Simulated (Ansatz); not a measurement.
An Ansatz (an electronic-structure program) input (PBEsol (Ansatz, PAW, spin-orbit coupling left out)):

Ansatz 0.2 input:
```yaml
crystal:
  lattice:
    - [4.7173148221, 0, 0]
    - [0, 4.7173148221, 0]
    - [0, 0, 3.1285073245]
  atoms:
    - { symbol: Zn, position: [0, 0, 0] }
    - { symbol: Zn, position: [0.5, 0.5, 0.5] }
    - { symbol: F, position: [0.303828805, 0.303828805, 0] }
    - { symbol: F, position: [0.803828805, 0.196171195, 0.5] }
    - { symbol: F, position: [0.196171195, 0.803828805, 0.5] }
    - { symbol: F, position: [0.696171195, 0.696171195, 0] }
basis: { ecutwfc: 420, ecutrho_ratio: 4, xc_grid: 2, fft_grid_basis: typed }
kpoints: { mp_grid: { grid: [7, 7, 11] } }
hamiltonian:
  xc: pbesol
  dispersion: none
  pseudopotentials: { kind: paw }
scf: { occupations: { method: fermi_dirac, width: 0.05 }, convergence: { dr2_threshold: 0.0000000006 } }
output: { forces: true, stress: true }
checkpoint: { write: state.ck, write_every: 1000 }
```

Task: Which symmetry and how many k-points will the program report, and about how many plane waves at Γ?

Result: Space group P42/mnm (ITA 136) with 16 operations, k-points 60 of 539, and 1395 plane waves at Γ.

Whether these cells are dynamically stable was not tested. The cell is ZnF2 in the rutile structure (space group P4_2/mnm, No. 136).
